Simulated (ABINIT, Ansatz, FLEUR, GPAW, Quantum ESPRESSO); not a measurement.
**LaCu₂Ge₂ (I4/mmm, 5 atoms in the cell) computed with different codes at matched settings**

Self-consistent single point.

```
La(CuGe)2
1.0
   -2.11040     2.11040     5.06618
    2.11040    -2.11040     5.06618
    2.11040     2.11040    -5.06618
La Cu Ge
1 2 2
Direct
  0.00000   0.00000   0.00000
  0.25000   0.75000   0.50000
  0.75000   0.25000   0.50000
  0.62606   0.62606   0.00000
  0.37394   0.37394   0.00000
```

All programs got the same cell, k-point mesh and kind of occupations (in Ansatz's words: kpoints.mp_grid.grid = 7 7 7; scf.occupations.method = gaussian; scf.occupations.width = 0.0037 Ry); potentials, basis and cutoffs are each program's usual ones.

```json
[
 {"code": "Ansatz", "model": "LDA (PW92), PAW files made with PBE", "pressure (GPa)": "-5.68", "largest force (eV/Å)": "0.149", "cutoff": "30.9 Ry"},
 {"code": "Quantum ESPRESSO", "model": "LDA (PZ), PSlibrary ultrasoft (LDA) pseudopotentials", "pressure (GPa)": "-5.04", "largest force (eV/Å)": "0.106", "cutoff": "85 Ry"},
 {"code": "GPAW", "model": "LDA (Perdew-Wang 92), GPAW PAW datasets LDA (gpaw-data 1.0.1)", "pressure (GPa)": "-5.48", "largest force (eV/Å)": "0.123", "cutoff": "800 eV"},
 {"code": "ABINIT", "model": "LDA (PW92), PAW (JTH v2.0 LDA PAW)", "pressure (GPa)": "-5.61", "largest force (eV/Å)": "0.158", "cutoff": "816 eV"},
 {"code": "FLEUR", "model": "LDA (Perdew-Zunger), all-electron FLAPW (FLEUR), scalar-relativistic valence", "pressure (GPa)": "–", "largest force (eV/Å)": "0.164", "cutoff": "Kmax 3.8 1/bohr"}
]
```

A dash marks a value that a program does not give, or that is left out as unsure.

The spread over the programs that give each value: pressure within 0.64 GPa; largest force within 0.058 eV/Å.

The starting cell comes from a database of computed structures (which also holds hypothetical and non-ambient phases and stackings), without a prior relaxation at this level. On Ansatz's run: Spin polarisation is off. In the base run, with a pressure of about -6 GPa the cell is away from its equilibrium volume at this level.

### Question
Why do the programs differ, and what cannot be compared?

### Answer
Differences of this kind can come from the potentials, where these differ, and from what each basis and cutoff leave unconverged. The valence holds different numbers of electrons (Ansatz (a first-principles code) 77, Quantum ESPRESSO 41, GPAW 41, ABINIT 77, FLEUR 61). The zero of total energies and Fermi levels follows the potentials and each program's conventions, so they are not compared here. FLEUR treats all electrons, but the usual bases taken here (sphere radii, linearisation, local orbitals, empty states) were not tested for convergence, so the values are no reference for the others. Ansatz's pressure is given at a fixed set of plane waves, as the other plane-wave codes print theirs; with its correction for the finite basis it is -5.64 GPa. Ansatz's smearing width was typed in Ry to four decimals, so it matches the others to a few per cent. The same LDA comes in different parametrisations, which differ slightly.

Left out of this page: Elk (not drawn, or without a comparable value).

Keys are those of Ansatz 0.2.
